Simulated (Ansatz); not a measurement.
Take Pb$_{2}$Au (space group I4/mcm, No. 140) as the base.

Pb$_{2}$Au is taken in the tetragonal space group I4/mcm (No. 140), Pearson symbol tI12. Cell: a = 7.3244 Å, b = 7.3244 Å, c = 5.6746 Å, α = 90.00°, β = 90.00°, γ = 90.00°. Au on 4a has 2 Au at 2.837 Å and 8 Pb at 3.098 Å. Pb on 8h is surrounded by 4 Au at 3.098 Å and 3 Pb at 3.306–3.400 Å and 4 Pb at 3.676 Å and 4 Pb at 3.894 Å. (Neighbours: up to the widest gap in distance over summed covalent radii, below 1.35, at either atom.)
(The calculation used a cell of 6 atoms; values per cell refer to that cell.)

Levels (all Ansatz, a first-principles code, PAW): PBEsol (420 eV, spin-orbit coupling left out); PBEsol+SOC (420 eV, spin-orbit coupling included).

The geometry is relaxed with PBEsol.

- PBEsol pressure = 0.0 GPa

What does PBEsol+SOC give at this geometry for the pressure?

The pressure goes from zero to -0.4 GPa.

Single points use the geometry relaxed with PBEsol. Differences between runs with and without spin-orbit coupling are approximate. Whether these cells are dynamically stable was not tested.
